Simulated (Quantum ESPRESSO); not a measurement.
Quantum ESPRESSO run on Cs2AgBiBr6 (Fm-3m, 10 atoms in the cell): self-consistent single point.

Method of the run: PBE, PseudoDojo standard norm-conserving (PBE) pseudopotentials (plane waves; Quantum ESPRESSO 7.5).

```
CELL_PARAMETERS angstrom
      0.00000     5.71083     5.71083
      5.71083     0.00000     5.71083
      5.71083     5.71083     0.00000
ATOMIC_POSITIONS crystal
  Cs 0.75000 0.75000 0.75000
  Cs 0.25000 0.25000 0.25000
  Ag 0.50000 0.50000 0.50000
  Bi 0.00000 0.00000 0.00000
  Br 0.74919 0.25081 0.25081
  Br 0.25081 0.74919 0.74919
  Br 0.25081 0.74919 0.25081
  Br 0.74919 0.25081 0.74919
  Br 0.25081 0.25081 0.74919
  Br 0.74919 0.74919 0.25081
```

Reference input (self-consistent single point, DFT, PBE, plane waves, PseudoDojo standard norm-conserving (PBE) pseudopotentials): ecutwfc = 85 Ry; occupations = smearing; smearing = gauss; degauss = 0.00147 Ry; potentials = {Cs: Cs.upf, Ag: Ag.upf, Bi: Bi.upf, Br: Br.upf}; K_POINTS = automatic 2 2 2 0 0 0; conv_thr = 1e-09 Ry; mixing_beta = 0.5. This run's input differs from it in these lines:

```diff
@@ -12,3 +12,3 @@
    ntyp = 4
-   ecutwfc = 85
+   ecutwfc = 34
    occupations = 'smearing'
```

Log, with long lists cut:

```
     Self-consistent Calculation

     iteration #  1     ecut=    34.00 Ry     beta= 0.50

     Threshold (ethr) on eigenvalues was too large:
     Diagonalizing with lowered threshold

     negative rho (up, down):  3.269E-05 0.000E+00

     total energy              =    -754.43735658 Ry
     estimated scf accuracy    <       0.86484564 Ry

     iteration #  2     ecut=    34.00 Ry     beta= 0.50

     negative rho (up, down):  1.555E-05 0.000E+00

     total energy              =    -754.71182044 Ry
     estimated scf accuracy    <       0.15075215 Ry

     iteration #  3     ecut=    34.00 Ry     beta= 0.50

     total energy              =    -754.73426025 Ry
     estimated scf accuracy    <       0.01104439 Ry

   [... 6 blocks of this kind left out ...]

     iteration # 10     ecut=    34.00 Ry     beta= 0.50

     total energy              =    -754.73653727 Ry
     estimated scf accuracy    <          3.1E-09 Ry

     iteration # 11     ecut=    34.00 Ry     beta= 0.50
     End of self-consistent calculation

     the Fermi energy is     4.2910 ev

!    total energy              =    -754.73653727 Ry
     estimated scf accuracy    <          1.2E-10 Ry
     smearing contrib. (-TS)   =      -0.00000000 Ry
     internal energy E=F+TS    =    -754.73653727 Ry

     convergence has been achieved in  11 iterations

     Forces acting on atoms (cartesian axes, Ry/au):

     atom    1 type  1   force =     0.00000000   -0.00000000   -0.00000000
     atom    2 type  1   force =    -0.00000000    0.00000000    0.00000000
     atom    3 type  2   force =    -0.00000000    0.00000000    0.00000000
     atom    4 type  3   force =     0.00000000    0.00000000   -0.00000000
     atom    5 type  4   force =     0.00153939    0.00000000    0.00000000
   [... lines left out ...]

     Total force =     0.003771     Total SCF correction =     0.000001

          total   stress  (Ry/bohr**3)                   (kbar)     P=     -390.01
  -0.00265124  -0.00000000   0.00000000         -390.01       -0.00        0.00
  -0.00000000  -0.00265124   0.00000000           -0.00     -390.01        0.00
   0.00000000  -0.00000000  -0.00265124            0.00       -0.00     -390.01

   JOB DONE.
```

The run converged in 11 iterations. Against the reference run the free energy goes up by 2.77 eV/atom, the pressure goes from 0.59 to -39.00 GPa, the largest force goes from 0.030 to 0.040 eV/Å and the gap on the mesh goes from 1.295 to 1.260 eV. The full log also holds: “c_bands:  1 eigenvalues not converged”.

The starting cell comes from a database of computed structures (which also holds hypothetical and non-ambient phases and stackings), without a prior relaxation at this level. Its lattice was rescaled by a random factor within 2.5 % of one. Spin-orbit coupling is off. At the lowered cutoff the pressure carries the error of an incomplete plane-wave basis.
